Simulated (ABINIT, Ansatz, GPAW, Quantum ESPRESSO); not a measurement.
## Mg6SnMo (Amm2, 8 atoms in the cell) computed with different codes at matched settings

Self-consistent single point, at a second geometry (lattice scaled by 0.98). First geometry:

```
CELL_PARAMETERS angstrom
      4.95636     0.00000     0.00000
      0.00000     3.13079     5.32723
      0.00000    -3.13079     5.32723
ATOMIC_POSITIONS crystal
  Mg 0.00000 0.34704 0.82492
  Mg 0.00000 0.82492 0.34704
  Mg 0.00000 0.33372 0.33372
  Mg 0.50000 0.17353 0.66401
  Mg 0.50000 0.66401 0.17353
  Mg 0.50000 0.16577 0.16577
  Sn 0.00000 0.82486 0.82486
  Mo 0.50000 0.66615 0.66615
```

Shared settings, as Ansatz (an electronic-structure program) writes them: kpoints.mp_grid.grid = 4 3 3; scf.occupations.method = gaussian; scf.occupations.width = 0.0073 Ry. Potentials and cutoffs stand in the table.

```
code                                                                              model  ΔF from the first geometry (meV/atom)  pressure (GPa)  largest force (eV/Å)   cutoff
----------------  ---------------------------------------------------------------------  -------------------------------------  --------------  --------------------  -------
ABINIT                               PBEsol, PAW (JTH v2.0 PBE PAW, files made for PBE)                                   -0.1            1.70                 0.095    20 Ha
GPAW                              PBEsol, GPAW PAW datasets PBEsol (made by gpaw-setup)                                   -0.9            1.82                 0.075   800 eV
Quantum ESPRESSO  PBEsol, PseudoDojo standard norm-conserving (PBESOL) pseudopotentials                                   -0.4            1.88                 0.080    85 Ry
Ansatz                                                  PBEsol, PAW files made with PBE                                   -1.0            1.80                 0.077  30.9 Ry
```

Size of the force on each atom (eV/Å): Sizes of forces hide their directions.

```
code                Mg1    Mg2    Mg3    Mg4    Mg5    Mg6    Sn7    Mo8
----------------  -----  -----  -----  -----  -----  -----  -----  -----
ABINIT            0.049  0.049  0.037  0.069  0.069  0.020  0.095  0.039
GPAW              0.051  0.051  0.037  0.072  0.072  0.022  0.075  0.059
Quantum ESPRESSO  0.049  0.049  0.036  0.069  0.069  0.026  0.080  0.048
Ansatz            0.048  0.048  0.035  0.068  0.068  0.022  0.077  0.045
```

On Ansatz's run: spin polarisation is off.

The spread over the programs that give each value: ΔF from the first geometry within 0.9 meV/atom; pressure within 0.18 GPa; largest force within 0.020 eV/Å.

Ansatz's pressure is given at a fixed set of plane waves, as the other plane-wave codes print theirs.

The shared mesh is coarse (it stands for a supercell whose shortest vector is 18 Å), so the values are not converged in it.

The starting cell comes from a database of computed structures (which also holds hypothetical and non-ambient phases and stackings), without a prior relaxation at this level. For this run, on top of that: lattice scaled by 0.98.

Left out of this page: CP2K (unsound by tests on forces, stress, charge or solver warnings); Elk (not drawn, or without a comparable value).

Keys are those of Ansatz 0.2.
